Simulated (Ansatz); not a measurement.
The parent structure is AlAs in the zinc blende structure (space group F-43m, No. 216).

```xyz
2
Lattice="0.0000 2.8371 2.8371 2.8371 0.0000 2.8371 2.8371 2.8371 0.0000" Properties=species:S:1:pos:R:3 pbc="T T T"
As     4.2557     4.2557     4.2557
Al     0.0000     0.0000     0.0000
```

Cartesian axes are those of the cell as printed.

Levels (all Ansatz, an electronic-structure program, PAW, earlier PAW set): PBEsol (420 eV, without spin-orbit coupling); HSE06 (420 eV, scalar-relativistic without spin-orbit coupling).

Its gap is 1.34 eV with PBEsol and 2.09 eV with HSE06.

Now apply this change: tensile biaxial strain of 3.74 % in the plane normal to [001], as in epitaxy on a mismatched substrate; the out-of-plane cell vector and the atoms relax.

With PBEsol the gap becomes 0.97 eV.

### Question
If the HSE06 correction stayed the same, what would the HSE06 gap be, and what does the HSE06 run give?

### Answer
A rigid correction of +0.75 eV gives 1.72 eV. The HSE06 run gives 1.68 eV, so the correction itself changes by -0.04 eV.

Single points use the geometry relaxed with PBEsol. HSE06 was sampled on its mesh, a few special points and the semilocal edge points, so its gap is an upper bound. Whether these cells are dynamically stable was not tested.
